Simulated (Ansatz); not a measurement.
L1₀ (CuAu-type) CuAu was calculated with revPBE (PAW; Ansatz, an electronic-structure program).

Run with plane-wave cutoff 520 eV, 20×20×16 k mesh (along the axes of the cell as run), Fermi–Dirac smearing 0.05 eV, no spin polarisation, scalar-relativistic PAW data made under PBE.

Energies at three volumes about the minimum:

| V (Å³/atom) | E − E_lowest (meV/atom) |
|---|---|
| 15.035 | 2.55 |
| 15.342 | 0.00 |
| 15.649 | 2.33 |

Task: Fit a parabola by hand: where is the minimum, and what is the bulk modulus?

Result: Slopes: (0.00 − 2.55)/(15.342 − 15.035) = -8.306 and (2.33 − 0.00)/(15.649 − 15.342) = 7.590 meV/Å³. Curvature E″ = 2 × (7.590 − (-8.306))/(15.649 − 15.035) = 51.779 meV/Å⁶. From the middle of the first interval, the slope vanishes at V0 = 15.1885 − (-8.306)/51.779 = 15.349 Å³/atom. B = V0 E″ = 15.349 × 51.779 meV/Å³ × 0.1602 GPa per meV/Å³ = 127 GPa. The full Birch–Murnaghan fit to all volumes gives V0 = 15.342 Å³/atom and B0 = 127 GPa.

Shape and atoms are relaxed at each volume.

Note: the bulk modulus comes from volumes at which shape and atoms were relaxed.
